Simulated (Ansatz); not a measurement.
Symmetric slabs, relaxed from ideal cuts in 1x1 cells, of elemental solids: work function (eV) by functional, in Ansatz (plane waves, PAW). All structures are PBE's; the other columns are single points with references at the same level. No spin-orbit coupling, Hubbard U or dispersion. The rows are a random draw from the class, without slabs that broke up, higher cuts of a face and adsorbates that left their site.

```
system                                                    PBE (eV)  r2SCAN (eV)
--------------------------------------------------------  --------  -----------
hcp Ru (11-22), ideal cut with outer spacing 1.15 Å           4.60         4.59
fcc Al (110), ideal cut with outer spacing 1.43 Å             4.14         4.19
alpha gallium (101), ideal cut with outer spacing 0.53 Å      4.16         4.33
bcc Mo (211), ideal cut with outer spacing 1.29 Å             4.07         4.07
hcp Ru (0001), ideal cut with outer spacing 2.15 Å            4.99         4.99
hcp Lu (10-10), ideal cut with outer spacing 1.01 Å           3.42         3.51
fcc Al (321), ideal cut with outer spacing 0.54 Å             4.24            ?
fcc Ag (100), ideal cut with outer spacing 2.07 Å             4.26         4.20
```

Fit a straight line y = a·x + b by least squares to the 7 complete rows (x: PBE (eV); y: r2SCAN (eV)).

the means are x̄ = 4.2343 and ȳ = 4.2686; Σ(x − x̄)² = 1.4100 and Σ(x − x̄)(y − ȳ) = 1.3141, so a = 0.932 and b = ȳ − a·x̄ = 0.322. The largest residual is 0.131.

What does the line predict for the withheld row, fcc Al (321), ideal cut with outer spacing 0.54 Å, and what did the calculation give?

the line gives 4.27; the calculation gave 4.32, a miss of 0.05, of the size of the fitted rows' scatter and rounding.

Ansatz is a program for electronic structure.
